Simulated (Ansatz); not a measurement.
Results of PBEsol (Ansatz, an electronic-structure program, PAW) for Al2Cu (I4/mcm, No. 140).

Settings: plane-wave cutoff 520 eV, 18×18×18 k mesh, Fermi–Dirac smearing 0.088 eV (set by the program), no spin polarisation, scalar-relativistic PAW data made under PBE.

Computed at the level's own relaxed cell.

Elastic tensor (GPa, Voigt notation, ions relaxed):

```
  185.6    78.3    65.6     0.0     0.0     0.0
   78.3   185.6    65.6     0.0     0.0     0.0
   65.6    65.6   191.6     0.0     0.0     0.0
    0.0     0.0     0.0    31.9     0.0     0.0
    0.0     0.0     0.0     0.0    31.9     0.0
    0.0     0.0     0.0     0.0     0.0    53.2
```

Question: Work out the Voigt, Reuss and Hill averages of the bulk and shear moduli, Young's modulus and Poisson's ratio from the printed constants.

Answer: K_V = [C11 + C22 + C33 + 2(C12 + C13 + C23)]/9 = [562.8 + 2 × 209.5]/9 = 109.1 GPa. G_V = [562.8 − 209.5 + 3 × 117.0]/15 = 47.0 GPa. From the compliances S = C⁻¹, K_R = 109.1 and G_R = 43.2 GPa. Hill means: K = 109.1, G = 45.1 GPa. E = 9KG/(3K + G) = 119 GPa, ν = (3K − 2G)/(6K + 2G) = 0.32, K/G = 2.42.

Computed values are for the static lattice.
